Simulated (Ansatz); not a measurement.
Here is the system:

```yaml
crystal:
  lattice:
    - [5.58218, 0.00000, 0.00000]
    - [-2.79109, 4.83431, 0.00000]
    - [0.00000, 0.00000, 4.49858]
  atoms:
    - { symbol: Ti, position: [0.82982, 0.65965, 0.25000] }
    - { symbol: Ti, position: [0.17018, 0.82982, 0.75000] }
    - { symbol: Ti, position: [0.34035, 0.17018, 0.25000] }
    - { symbol: Ti, position: [0.17018, 0.34035, 0.75000] }
    - { symbol: Ti, position: [0.82982, 0.17018, 0.25000] }
    - { symbol: Ti, position: [0.65965, 0.82982, 0.75000] }
    - { symbol: Al, position: [0.33333, 0.66667, 0.25000] }
    - { symbol: Al, position: [0.66667, 0.33333, 0.75000] }
```

No spin polarisation.

All numbers come from Kohn–Sham DFT with the r2SCAN functional, run in Ansatz (a first-principles code) with PAW and 500 eV plane waves, no SOC. k-mesh 10×10×10 (Γ-centred); smearing 0.05 eV (Fermi–Dirac).

Estimate the pressure (mean of the normal stresses, compression positive).

12.4 GPa.

Predict the space group.

P6_3/mmc (No. 194).

The cells carry an imposed strain or load. Stability against distortions was not tested. All final runs are without spin polarisation. The cell was made from Ti3Al (space group P6_3/mmc, No. 194) by this change: isotropic strain −2.87 %.
